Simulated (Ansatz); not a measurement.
**Element substitutions in BeTe**

Start from BeTe in the zinc blende structure (space group F-43m, No. 216).

```xyz
2
Lattice="0.0000 2.8022 2.8022 2.8022 0.0000 2.8022 2.8022 2.8022 0.0000" Properties=species:S:1:pos:R:3 pbc="T T T"
Te     4.2033     4.2033     4.2033
Be     0.0000     0.0000     0.0000
```

Each row replaces one element on all its sites; cell and atoms are relaxed.

Method: Kohn–Sham DFT with the PBEsol functional, run in Ansatz (a program for electronic structure) with PAW and 420 eV plane waves, no spin-orbit coupling.

| change | band gap | volume per atom |
|---|---|---|
| base | 1.84 eV | 22.00 Å³ |
| Te → Sb | zero | 21.56 Å³ |
| Be → Sr | 2.71 eV | 49.85 Å³ |
| Be → Hg | zero | 34.48 Å³ |
| Be → Mg | 2.35 eV | 33.36 Å³ |

Spin-orbit coupling, missing from the scalar runs, can matter with Hg and Te. Whether these cells are dynamically stable was not tested. As relaxed here, BeSb and SrTe are hypothetical phases, not in the database extracts checked. All final runs are without spin polarisation. An odd electron count without spin: BeSb. The zero or small gap of HgTe can change with the level of theory.
